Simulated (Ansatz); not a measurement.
Mn3Si (Fm-3m, No. 225), treated with r²SCAN (PAW; Ansatz, a quantum-chemistry and plane-wave program).

Numerical settings: plane-wave cutoff 560 eV, 18×18×18 k mesh, Fermi–Dirac smearing 0.05 eV, spin-polarised start, scalar-relativistic PAW data made under PBE.

Cell (relaxed at this level):

```yaml
crystal:
  lattice:
    - [0.00000, 2.82515, 2.82515]
    - [2.82515, 0.00000, 2.82515]
    - [2.82515, 2.82515, 0.00000]
  atoms:
    - { symbol: Mn, position: [0.25000, 0.25000, 0.25000] }
    - { symbol: Mn, position: [0.75000, 0.75000, 0.75000] }
    - { symbol: Mn, position: [0.50000, 0.50000, 0.50000] }
    - { symbol: Si, position: [0.00000, 0.00000, 0.00000] }
```

### Question
Give the computed bulk modulus B0.

### Answer

bulk modulus B0: 196 GPa

The run finds no gap.

Note: the magnetic order was assumed, not searched for or taken from measurement; the bulk modulus is −V dP/dV from two relaxed cells at ±2 % in volume.
